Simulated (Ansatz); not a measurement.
## Effect of isotropic strain −0.74 % on W

Base system: W in the bcc (W type) structure (space group Im-3m, No. 229; a = 3.169 Å).

Now apply this change: the cell is scaled by 0.9926 in all directions, atoms relaxed at fixed cell.

Computed with Ansatz (a program for electronic structure), r2SCAN, PAW, cutoff 500 eV, spin-orbit coupling left out. k-mesh 21×21×21 (Γ-centred); smearing 0.05 eV (Fermi–Dirac).

```tsv
quantity	base	changed	shift
volume per atom	15.92 Å³	15.57 Å³	-0.35 Å³
space group	Im-3m (No. 229)	Im-3m (No. 229)	–
shortest interatomic distance	2.745 Å	2.724 Å	-0.0203 Å
energy relative to the base (free energy F)	0 meV/atom	+7.9 meV/atom	+7.9 meV/atom
pressure	0.0 GPa	7.4 GPa	+7.4 GPa
band gap	zero	zero	–
```

No phonon test of stability was made. The final runs are not spin-polarised.
